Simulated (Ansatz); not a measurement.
All values below come from PBE (plane waves to 420 eV, PAW; Ansatz, a first-principles code).

Electrostatic potential energy of an electron, averaged over planes parallel to the surface, in eV from the Fermi level, for a constructed model of the (0001) surface of hcp Os, a layer of Sn in place of the second plane (bottom of the slab: a bare face, its two planes held):

| z (Å) | V (eV) |
|---|---|
| 3.66 | 5.31 |
| 3.94 | 5.31 |
| 4.22 | 5.31 |
| 4.50 | 5.31 |
| 4.78 | 5.30 |
| 5.06 | 5.28 |
| 5.34 | 5.25 |
| 5.62 | 5.19 |
| 5.91 | 5.05 |
| 6.19 | 4.76 |
| 6.47 | 4.17 |
| 6.75 | 2.93 |
| 7.03 | 0.34 |
| 7.31 | -5.55 |
| 7.59 | -13.57 |
| 7.87 | -19.64 |
| 8.16 | -21.26 |
| 8.44 | -17.71 |
| 8.72 | -10.66 |
| 9.00 | -4.02 |
| 9.28 | -3.09 |
| 9.56 | -8.74 |
| 9.84 | -16.34 |
| 10.12 | -21.23 |
| 10.41 | -21.31 |
| 10.69 | -16.57 |
| 10.97 | -9.11 |
| 11.25 | -3.56 |
| 11.53 | -4.69 |
| 11.81 | -11.45 |
| 12.09 | -18.46 |
| 12.37 | -21.90 |
| 12.66 | -20.22 |
| 12.94 | -14.21 |
| 13.22 | -6.77 |
| 13.50 | -3.25 |
| 13.78 | -6.93 |
| 14.06 | -14.33 |
| 14.34 | -20.18 |
| 14.62 | -21.62 |
| 14.91 | -17.99 |
| 15.19 | -10.99 |
| 15.47 | -4.14 |
| 15.75 | -1.80 |
| 16.03 | -4.08 |
| 16.31 | -8.59 |
| 16.59 | -8.97 |
| 16.87 | -6.47 |
| 17.16 | -6.72 |
| 17.44 | -9.14 |
| 17.72 | -8.02 |
| 18.00 | -3.57 |
| 18.28 | -2.74 |
| 18.56 | -7.76 |
| 18.84 | -15.22 |
| 19.12 | -20.35 |
| 19.41 | -20.79 |
| 19.69 | -16.20 |
| 19.97 | -8.42 |
| 20.25 | -1.11 |
| 20.53 | 2.52 |
| 20.81 | 4.11 |
| 21.09 | 4.85 |
| 21.37 | 5.19 |
| 21.66 | 5.34 |
| 21.94 | 5.41 |
| 22.22 | 5.44 |
| 22.50 | 5.46 |
| 22.78 | 5.47 |
| 23.06 | 5.47 |
| 23.34 | 5.47 |
| 23.62 | 5.47 |

Model: 6-atom slab, 10.8 Å thick at the start, 16x16x1 mesh, Fermi-Dirac 0.1 eV, dipole correction, 2 atoms held, the rest relaxed; start symmetry kept, larger cells not searched; no spin, no spin-orbit, no U. It is one candidate, not shown to be the stable structure of the face.

The vacuum level lies 5.47 eV above the Fermi level over the top face and 5.31 eV above it under the bottom face.
